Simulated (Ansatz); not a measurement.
SnC (model structure, started from the NiAs type, P6₃/mmc, No. 194, 4 atoms in the cell) was calculated with PBE (PAW; Ansatz, a quantum-chemistry and plane-wave program).

Run with plane-wave cutoff 520 eV, 18×18×10 k mesh (along the axes of the cell as run), Fermi–Dirac smearing 0.05 eV, scalar-relativistic PAW data made under PBE.

Cell (relaxed at this level):

```
CELL_PARAMETERS angstrom
      3.36667     0.00000     0.00000
     -1.68333     2.91562     0.00000
      0.00000     0.00000     5.85256
ATOMIC_POSITIONS crystal
  Sn 0.00000 0.00000 0.00000
  Sn 0.00000 0.00000 0.50000
  C  0.33333 0.66667 0.25000
  C  0.66667 0.33333 0.75000
```

Q: Give the computed bulk modulus B0.

A: 
- bulk modulus B0 = 120 GPa

The run finds no gap.

Note: the bulk modulus is −V dP/dV from two relaxed cells at ±2 % in volume; the relaxation could raise the start's symmetry but not lower it, so the cell can be a saddle point.

Spin–orbit coupling is not included; it can open a gap where bands touch, and shift volumes and moduli.

Computed values are for the static lattice.

A model structure was made by putting elements into a prototype or built by hand; it is no filed structure, need not be a known phase, and can be a saddle point held by its symmetry.
